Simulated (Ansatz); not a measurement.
Band structure of ScBi (Fm-3m, 2 atoms in the cell).

```
CELL_PARAMETERS angstrom
      0.00000     3.07776     3.07776
      3.07776     0.00000     3.07776
      3.07776     3.07776     0.00000
ATOMIC_POSITIONS crystal
  Sc 0.50000 0.50000 0.50000
  Bi 0.00000 0.00000 0.00000
```

Method of the run: LDA (PW92), PAW files made with PBE (plane waves; Ansatz, a program for electronic structure).

Settings: basis.ecutwfc = 420 eV; kpoints.mp_grid.grid = 8 8 8; hamiltonian.xc = lda; hamiltonian.pseudopotentials = {kind: paw} (the program's default PAW files); scf.occupations.method = gaussian; scf.occupations.width = 0.2 eV; kpoints.band_path.npoints = 8.

The starting cell comes from a database of computed structures (which also holds hypothetical and non-ambient phases and stackings), without a prior relaxation at this level. Its lattice was rescaled by a random factor within 2.5 % of one. Spin-orbit coupling is off.

Levels in eV from the Fermi level, bands 10 to 16:
| point | 10 | 11 | 12 | 13 | 14 | 15 | 16 |
|---|---|---|---|---|---|---|---|
| Γ | -11.44 | 0.61 | 0.61 | 0.61 | 0.94 | 0.94 | 1.05 |
| X | -10.33 | -3.37 | -0.92 | -0.92 | -0.34 | 1.32 | 1.69 |
| W | -10.23 | -2.67 | -2.67 | -2.23 | 1.36 | 1.36 | 1.59 |
| K | -10.26 | -3.03 | -2.79 | -1.31 | 0.62 | 1.53 | 1.78 |
| L | -10.37 | -4.32 | -1.54 | -1.54 | 1.39 | 1.39 | 1.59 |
| U | -10.26 | -3.03 | -2.79 | -1.31 | 0.62 | 1.53 | 1.78 |

Bands cross the Fermi level along this path, so the cell is metallic at this level.

Keys are those of Ansatz 0.2.
